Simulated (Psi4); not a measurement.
Psi4 1.11, PBE0/def2-tzvp: Hf(O)(Cl)(OMe) (C[O][Hf](=[O])[Cl]), 8 atoms. The geometry is a generated start, not checked to be a minimum at this level.

```json
{
 "task": "energy",
 "method": "pbe0",
 "basis": "def2-tzvp",
 "memory": "3 GB",
 "maxiter": "100",
 "keys_of_the_molecule_block": "symmetry c1",
 "scf_type": "df (default)",
 "guess": "auto, which took SAD (default)",
 "scf_initial_accelerator": "adiis (default)",
 "e_convergence": "1e-06 (default)",
 "d_convergence": "1e-06 (default)",
 "dft_radial_points": "75 (default)",
 "dft_spherical_points": "302 (default)",
 "effective_core_potentials": "those of the basis set, past Kr",
 "basis_functions": "188",
 "grid_points": "173211"
}
```

```xyz
8

Hf     0.7366     0.1092     1.4321
O      0.2862    -0.7541     2.8844
Cl     0.8961     2.2668     2.0108
O     -0.5320    -0.1053     0.0632
C     -0.3666    -0.3334    -1.3153
H      0.2005    -1.2554    -1.5078
H     -1.3579    -0.4471    -1.7678
H      0.1371     0.5193    -1.7997
```

Charge 0 and multiplicity 1 are set for this test and not shown to be the ground state.

One run each on 2 threads. Values of diis_max_vecs tried: 3, 6, 10 (default), 20.

Problem. Predict the course of the SCF iterations along this series.

Solution. Fewest SCF iterations, within one of each other: 6 with 11, 10 (default) with 10, 20 with 10. The count rises to 16 at 3. All converge to one solution.

```csv
diis_max_vecs,SCF iterations,end
3,16,same solution
6,11,same solution
10 (default),10,same solution
20,10,same solution
```
